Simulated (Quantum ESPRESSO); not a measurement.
## Equation of state of wurtzite ZnO (space group 186): energy against volume (Quantum ESPRESSO, PBE)

```yaml
crystal:
  lattice:
    - [3.19221, 0.00000, 0.00000]
    - [-1.59611, 2.76454, 0.00000]
    - [0.00000, 0.00000, 5.11736]
  atoms:
    - { symbol: Zn, position: [0.33333, 0.66667, 0.00000] }
    - { symbol: Zn, position: [0.66667, 0.33333, 0.50000] }
    - { symbol: O, position: [0.33333, 0.66667, 0.38200] }
    - { symbol: O, position: [0.66667, 0.33333, 0.88200] }
```

Level of theory: PBE, PSlibrary PAW (PBE) pseudopotentials (plane waves; Quantum ESPRESSO). Settings: ecutwfc = 72 Ry; ecutrho = 432 Ry; occupations = smearing; smearing = fermi-dirac; degauss = 0.000734986 Ry; potentials = {Zn: Zn.pbe-dn-kjpaw_psl.1.0.0.UPF, O: O.pbe-n-kjpaw_psl.0.1.UPF}; K_POINTS = automatic 12 12 6 0 0 0; conv_thr = 1e-10 Ry. The cell above is the first row's. The rows scale it uniformly. In all rows fractional positions and the k mesh are held. E is the free energy at the stated smearing, counted from the lowest row.

| V (Å^3/atom) | E (meV/atom) |
|---|---|
| 11.290 | ? |
| 11.536 | 22.98 |
| 11.781 | 10.46 |
| 12.026 | 2.98 |
| 12.272 | 0.00 |
| 12.517 | 1.08 |
| 12.763 | 5.78 |
| 13.008 | 13.74 |
| 13.254 | 24.61 |

The 8 complete rows are fitted with the third-order Birch-Murnaghan form, a cubic in V^(-2/3), E against V. With u = V^(-2/3) - 0.187, the rows have u = 0.008868, 0.006143, 0.003511, 0.000956, -0.001505, -0.003896, -0.006202, -0.008446. Least squares gives E = -0.040 - 263.68·u + 318314·u² + 466103·u³. Residuals (row less fit): 0.001, 0.000, 0.002, 0.001, 0.004, -0.011, 0.012, -0.003; standard error 0.009 (degrees of freedom: 4). Its minimum lies at u = 0.000414, so V0 = (0.187414)^(-3/2) = 12.33. There d²E/du² = 637800 and d³E/du³ = 2797000, so B0 = (4/9) × 12.33^(-7/3) × 637800 × 0.160218 = 129 GPa (the last factor turns the table's units into GPa), and B0' = 4 + (2/3) × 0.187414 × (2797000)/637800 = 4.5. The program's pressures in the fitted runs (not shown) pass through zero at V = 12.31, 0.14 % from this V0.

What does the fit predict for E at V = 11.290, and how far is the calculated value from it?

u = 0.011703, so E = -0.040 - 263.68 × 0.011703 + 318314 × 0.011703² + 466103 × 0.011703³ = 41.218 meV/atom. The calculation gives 41.11 meV/atom, 0.108 meV/atom below the prediction (0.3 % of the range of E in the table). The row lies outside the fitted rows, so this is an extrapolation. From the scatter of the fitted rows alone, a prediction at this place has a standard error of 0.026 meV/atom, so the miss is 4.2 times that.

Carrying the step between the two nearest rows on in a straight line would have given 35.55, off by 5.56; series whose last step already gives the withheld value aren't shown. The scan was laid around a cell of about the measured size, scaled by a guess for this functional; axis ratios and inner coordinates come from that cell. The runs keep the symmetry of the cell, so they don't test it for distortions. The shape of the cell and the inner coordinates aren't relaxed, so V0 and B0 belong to this uniform scaling; a relaxed crystal lies no higher in energy and is usually softer (forces reach 0.04 eV/Å in these rows). Cutoffs and mesh are single choices, not tested for convergence of this quantity. Series with a scatter that would blur these digits, or in which a gap closes, are not shown. Nor are scans whose minimum lies at an end fitted in this form.

Terms beyond the fitted order, or numerical noise in single rows, can give a miss of this size; the table doesn't tell which.
